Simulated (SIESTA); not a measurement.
A self-consistent single point of CdS (F-43m, 2 atoms in the cell) with SIESTA.

Level of theory: LDA PW92, numerical atomic orbitals DZP, PseudoDojo LDA standard norm-conserving potentials (rewritten from UPF to PSML) in SIESTA.

```xyz
2
Lattice="0.0000 2.8835 2.8835 2.8835 0.0000 2.8835 2.8835 2.8835 0.0000" Properties=species:S:1:pos:R:3 pbc="T T T"
Cd     0.0000     0.0000     0.0000
S      1.4418     1.4418     1.4418
```

Reference input (self-consistent single point, DFT, GGA PBE, numerical atomic orbitals DZP, PseudoDojo PBE standard norm-conserving potentials (rewritten from UPF to PSML)): XC.functional = GGA; XC.authors = PBE; potentials = PseudoDojo PBE standard; PAO.BasisSize = DZP; PAO.EnergyShift = 0.005 Ry; MeshCutoff = 350 Ry; kgrid.MonkhorstPack = 10 10 10; OccupationFunction = FD; ElectronicTemperature = 10 K; MaxSCFIterations = 150; SCF.Mixer.Method = Broyden; SCF.Mixer.Weight = 0.25. This run's input differs from it in these lines:

```diff
@@ -1,2 +1,2 @@
-# files in the folder: Cd.psml S.psml (PseudoDojo PBE standard)
+# files in the folder: Cd.psml S.psml (PseudoDojo LDA standard)
 SystemName  CdS
@@ -22,4 +22,4 @@
 
-XC.functional                GGA
-XC.authors                   PBE
+XC.functional                LDA
+XC.authors                   PW92
 PAO.BasisSize                DZP
```

Log, with long lists cut:

```
        iscf     Eharris(eV)        E_KS(eV)     FreeEng(eV)     dDmax    Ef(eV) dHmax(eV)
   scf:    1    -5061.232066    -5068.714935    -5068.714935  1.565109 -4.513963  9.930198
   scf:    2    -5071.990281    -5070.631198    -5070.631198  0.248052 -4.441023  3.715839
   scf:    3    -5071.014452    -5070.898489    -5070.898489  0.136119 -3.754819  0.311244
   scf:    4    -5070.894929    -5070.898431    -5070.898431  0.037512 -3.984407  0.391645
   scf:    5    -5070.901439    -5070.900056    -5070.900056  0.006663 -3.943490  0.237162
   [... 4 lines left out ...]
   scf:   10    -5070.901034    -5070.901034    -5070.901034  0.000234 -3.883163  0.000207
   scf:   11    -5070.901034    -5070.901034    -5070.901034  0.000024 -3.883227  0.000156
   scf:   12    -5070.901034    -5070.901034    -5070.901034  0.000012 -3.883261  0.000115
   scf:   13    -5070.901034    -5070.901034    -5070.901034  0.000009 -3.883287  0.000084
SCF Convergence by DM+H criterion
max |DM_out - DM_in|         :     0.0000091966
max |H_out - H_in|      (eV) :     0.0000839948
SCF cycle converged after 13 iterations

Using DM_out to compute the final energy and forces

siesta: E_KS(eV) =            -5070.9010

siesta: E_KS - E_eggbox =     -5070.9010

siesta: Atomic forces (eV/Ang):
     1   -0.000000   -0.000000   -0.000000
     2    0.000000    0.000000    0.000000
   Tot    0.000000    0.000000    0.000000
   Max    0.000000
   Res    0.000000    sqrt( Sum f_i^2 / 3N )
   Max    0.000000    constrained

Stress tensor Voigt[x,y,z,yz,xz,xy] (kbar):        6.42        6.42        6.42       -0.00       -0.00       -0.00
(Free)E + p*V (eV/cell)    -5071.0931
Target enthalpy (eV/cell)    -5070.9010

siesta: Program's energy decomposition (eV):
siesta: FreeEng =     -5070.901034

   [... lines left out ...]
siesta: Cell volume =         47.950487 Ang**3
siesta:          -6.41712669         -6.41712669  kBar
   [... lines left out ...]
               3s      3s      3py     3pz     3px     3py     3pz     3px
               3Pdxy   3Pdyz   3Pdz2   3Pdxz   3Pdx2-y2
   2  6.281   1.649   0.091   1.355   1.355   1.355   0.116   0.116   0.116
              0.029   0.029   0.022   0.029   0.022

mulliken: Qtot =       26.000

Mulliken Atomic Populations:
Atom #   charge [q] valence [e]  Species
     1     0.281136   19.718864  Cd
     2    -0.281136    6.281136  S
 Total     0.000000
```

The run converged in 13 iterations. Against the reference run the pressure goes from 5.19 to -0.64 GPa and the gap on the mesh goes from 1.495 to 1.247 eV.

The starting cell comes from a database of computed structures (which also holds hypothetical and non-ambient phases and stackings), without a prior relaxation at this level. Its lattice was rescaled by a random factor within 2.5 % of one. Values carry the incompleteness of an atom-centred basis.
